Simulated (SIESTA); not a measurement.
# A self-consistent single point of TiCo (Pm-3m, 2 atoms in the cell) with SIESTA

Level of theory: GGA PBE, numerical atomic orbitals TZP, PseudoDojo PBE standard norm-conserving potentials (rewritten from UPF to PSML) in SIESTA.

The input file:

```
# files in the folder: Ti.psml Co.psml (PseudoDojo PBE standard)
SystemName  TiCo
SystemLabel siesta

NumberOfAtoms                2
NumberOfSpecies              2
%block ChemicalSpeciesLabel
  1 22 Ti
  2 27 Co
%endblock ChemicalSpeciesLabel
LatticeConstant              2.923103 Ang
%block LatticeVectors
     1.000000000    0.000000000    0.000000000
     0.000000000    1.000000000    0.000000000
     0.000000000    0.000000000    1.000000000
%endblock LatticeVectors
AtomicCoordinatesFormat      Fractional
%block AtomicCoordinatesAndAtomicSpecies
     0.000000000    0.000000000    0.000000000  1
     0.500000000    0.500000000    0.500000000  2
%endblock AtomicCoordinatesAndAtomicSpecies

XC.functional                GGA
XC.authors                   PBE
PAO.BasisSize                TZP
PAO.EnergyShift              0.01 Ry
MeshCutoff                   300 Ry
%block kgrid.MonkhorstPack
   15   0   0  0.0
    0  15   0  0.0
    0   0  15  0.0
%endblock kgrid.MonkhorstPack
OccupationFunction           MP
OccupationMPOrder            0
ElectronicTemperature        3156.43 K
Spin                         polarized
%block DM.InitSpin
  1 +1.00
  2 +3.00
%endblock DM.InitSpin

MaxSCFIterations             150
SCF.Mixer.Method             Pulay
SCF.Mixer.Weight             0.1
SCF.Mixer.History            8
SCF.DM.Tolerance             1.0E-05
Diag.ParallelOverK           true
WriteForces                  true
Charge.Mulliken              end
```

Log, with long lists cut:

```
reinit: Reading from file input.fdf

reinit: System Name: TiCo
reinit: System Label: siesta

NOTE on units for spin output:
{S} is the spin magnetic moment, in units of the Bohr magneton,
assuming a g-factor for the electron spin of exactly 2.
The spin magnetic moment is then numerically equal to the charge inbalance,
in units of electrons, between the spin-up and -down channels.

coor:   Atomic-coordinates input format  =     Fractional

siesta: Atomic coordinates (Bohr) and species
siesta:      0.00000   0.00000   0.00000  1        1
siesta:      2.76193   2.76193   2.76193  2        2

siesta: System type = bulk

initatomlists: Number of atoms, orbitals, and projectors:      2    50    36

siesta: ******************** Simulation parameters ****************************
redata: Spin configuration                          = collinear
redata: Time-Reversal Symmetry                      = T
redata: Number of Atomic Species                    =        2
redata: Mesh Cutoff                                 =   300.0000 Ry
redata: Net charge of the system                    =     0.0000 |e|
redata: Min. number of SCF Iter                     =        0
redata: Max. number of SCF Iter                     =      150
redata: SCF convergence failure will abort job
redata: SCF mix quantity                            = Hamiltonian
redata: Mix DM or H after convergence               =   F
redata: Recompute H after scf cycle                 =   F
redata: Mix DM in first SCF step                    =   T
redata: No kicks to SCF
redata: DM Mixing Weight for Kicks                  =     0.5000
redata: Require Harris convergence for SCF          =   F
redata: Harris energy tolerance for SCF             =     0.000100 eV
redata: Require DM convergence for SCF              =   T
redata: DM tolerance for SCF                        =     0.000010
redata: Require EDM convergence for SCF             =   F
   [... lines left out ...]
diag: Used triangular part                          = Lower
diag: Absolute tolerance                            =  0.100E-15
diag: Orthogonalization factor                      =  0.100E-05
diag: Memory factor                                 =  1.0000

superc: Internal auxiliary supercell:     7 x     7 x     7  =     343
superc: Number of atoms, orbitals, and projectors:    686  17150  12348

                        Single-point calculation

superc: Internal auxiliary supercell:     7 x     7 x     7  =     343
superc: Number of atoms, orbitals, and projectors:    686  17150  12348

outcell: Unit cell vectors (Ang):
        2.923103    0.000000    0.000000
        0.000000    2.923103    0.000000
        0.000000    0.000000    2.923103

outcell: Cell vector modules (Ang)   :    2.923103    2.923103    2.923103
outcell: Cell angles (23,13,12) (deg):     90.0000     90.0000     90.0000
outcell: Cell volume (Ang**3)        :     24.9765
new_DM -- step:     1
Initializing Density Matrix...

Attempting to read DM from file... Failed...
DM filled with atomic data (user-defined):

InitMesh: MESH = 32 x 32 x 32 = 32768
InitMesh: Mesh cutoff (required, used) =   300.000   331.218 Ry

stepf: Methfessel-Paxton step function
       Using Hermite-Gauss polynomials of order  0
        iscf     Eharris(eV)        E_KS(eV)     FreeEng(eV)     dDmax    Ef(eV) dHmax(eV)
   scf:    1    -5680.395890    -5751.414609    -5751.512690  1.032336 -3.493031 33.726935
     spin moment: {S} , |S| = {        0.0        0.0    1.90143 }     1.90143
   scf:    2    -5767.259281    -5775.848445    -5775.886599  0.381928 -4.459745  9.683865
     spin moment: {S} , |S| = {        0.0        0.0    1.05640 }     1.05640
   scf:    3    -5777.978432    -5777.279654    -5777.333035  0.054568 -4.564091  6.068285
     spin moment: {S} , |S| = {        0.0        0.0    1.13320 }     1.13320
   scf:    4    -5776.122986    -5777.636151    -5777.703908  0.210358 -5.545578  4.139141
     spin moment: {S} , |S| = {        0.0        0.0    1.12050 }     1.12050
   scf:    5    -5778.270387    -5778.407217    -5778.463000  0.055200 -5.359409  1.180829
     spin moment: {S} , |S| = {        0.0        0.0    1.05976 }     1.05976
   scf:    6    -5754.631792    -5770.501771    -5770.581893  0.135451 -5.607674 13.391375
   [... lines left out ...]
   scf:   18    -5778.469030    -5778.468997    -5778.544664  0.000094 -5.249132  0.002023
     spin moment: {S} , |S| = {        0.0        0.0    0.67428 }     0.67428
   scf:   19    -5778.468850    -5778.468923    -5778.544663  0.000242 -5.248996  0.004364
     spin moment: {S} , |S| = {        0.0        0.0    0.67322 }     0.67322
   scf:   20    -5778.469159    -5778.469040    -5778.544664  0.000389 -5.249129  0.000920
     spin moment: {S} , |S| = {        0.0        0.0    0.67474 }     0.67474
   scf:   21    -5778.468723    -5778.468880    -5778.544662  0.000572 -5.248993  0.001507
     spin moment: {S} , |S| = {        0.0        0.0    0.67243 }     0.67243
   scf:   22    -5778.469300    -5778.469088    -5778.544664  0.000706 -5.249307  0.000477
     spin moment: {S} , |S| = {        0.0        0.0    0.67556 }     0.67556
   scf:   23    -5778.469095    -5778.469092    -5778.544664  0.000009 -5.249317  0.000445
     spin moment: {S} , |S| = {        0.0        0.0    0.67563 }     0.67563
SCF Convergence by DM+H criterion
max |DM_out - DM_in|         :     0.0000089687
max |H_out - H_in|      (eV) :     0.0004452835
SCF cycle converged after 23 iterations

Using DM_out to compute the final energy and forces

siesta: E_KS(eV) =            -5778.4691

siesta: E_KS - E_eggbox =     -5778.4691

siesta: Atomic forces (eV/Ang):
     1    0.000000    0.000000    0.000000
     2   -0.000000   -0.000000   -0.000000
   Tot    0.000000   -0.000000    0.000000
   Max    0.000000
   Res    0.000000    sqrt( Sum f_i^2 / 3N )
   Max    0.000000    constrained

Stress tensor Voigt[x,y,z,yz,xz,xy] (kbar):      -55.45      -55.45      -55.45        0.00       -0.00       -0.00
(Free)E + p*V (eV/cell)    -5777.6802
Target enthalpy (eV/cell)    -5778.5447

siesta: Program's energy decomposition (eV):
siesta: Ebs     =     -1040.395513
siesta: Eions   =      7514.199883
siesta: Ena     =       694.957216
siesta: Ekin    =      2488.757974
siesta: Enl     =      -497.640647
siesta: Eso     =         0.000000
siesta: Edftu   =         0.000000
siesta: DEna    =        50.140758
siesta: DUscf   =         1.301902
siesta: DUext   =         0.000000
siesta: Ex      =      -949.798626
siesta: Ec      =       -51.987785
siesta: Exc     =     -1001.786411
siesta: Eharris =     -5778.469095
siesta: Etot    =     -5778.469092
siesta: FreeEng =     -5778.544664

siesta: Stress tensor (static) (eV/Ang**3):
siesta:    -0.034611   -0.000000   -0.000000
siesta:    -0.000000   -0.034611    0.000000
siesta:    -0.000000    0.000000   -0.034611

siesta: Cell volume =         24.976545 Ang**3

siesta: Pressure (static):
siesta:                Solid            Molecule  Units
siesta:           0.00037696          0.00037696  Ry/Bohr**3
siesta:           0.03461133          0.03461133  eV/Ang**3
siesta:          55.45346312         55.45346312  kBar

mulliken: Atomic and Orbital Populations:

mulliken: Spin UP

Species: Ti
Atom  Qatom  Qorb
               3s      4s      4s      4s      3py     3pz     3px     4py
               4pz     4px     3dxy    3dyz    3dz2    3dxz    3dx2-y2 3dxy
   [... lines left out ...]

             -0.009

mulliken: Qtot =       14.838

mulliken: Spin DOWN

Species: Ti
Atom  Qatom  Qorb
               3s      4s      4s      4s      3py     3pz     3px     4py
               4pz     4px     3dxy    3dyz    3dz2    3dxz    3dx2-y2 3dxy
               3dyz    3dz2    3dxz    3dx2-y2 3dxy    3dyz    3dz2    3dxz
               3dx2-y2
   1  6.219   0.928   0.212  -0.172   0.303   0.988   0.988   0.988   0.191
              0.191   0.191   0.415   0.415   0.281   0.415   0.281  -0.083

             -0.083  -0.062  -0.083  -0.062  -0.026  -0.026   0.028  -0.026

              0.028

Species: Co
Atom  Qatom  Qorb
               3s      4s      4s      4s      3py     3pz     3px     4py
               4pz     4px     3dxy    3dyz    3dz2    3dxz    3dx2-y2 3dxy
               3dyz    3dz2    3dxz    3dx2-y2 3dxy    3dyz    3dz2    3dxz
               3dx2-y2
   2  7.943   0.909   0.056  -0.266   0.378   1.002   1.002   1.002   0.178
              0.178   0.178   0.800   0.800   0.581   0.800   0.581  -0.024

             -0.024  -0.042  -0.024  -0.042  -0.001  -0.001  -0.038  -0.001

             -0.038

mulliken: Qtot =       14.162

Mulliken Atomic Populations:
Atom #   charge [q] valence [e]      Sz [e]  Species
     1    -0.367866   12.367866   -0.070893  Ti
     2     0.367866   16.632134    0.746522  Co
 Total    -0.000000                0.675628
```

The run converged in 23 iterations.

The starting cell comes from a database of computed structures (which also holds hypothetical and non-ambient phases and stackings), without a prior relaxation at this level. Its lattice was rescaled by a random factor within 2.5 % of one. The moments shrank to a small part of their start, a low-spin state that need not be the lowest. Values carry the incompleteness of an atom-centred basis. With a pressure of about 6 GPa the cell is away from its equilibrium volume at this level.

Cost on one core of a shared machine: roughly 5 min.
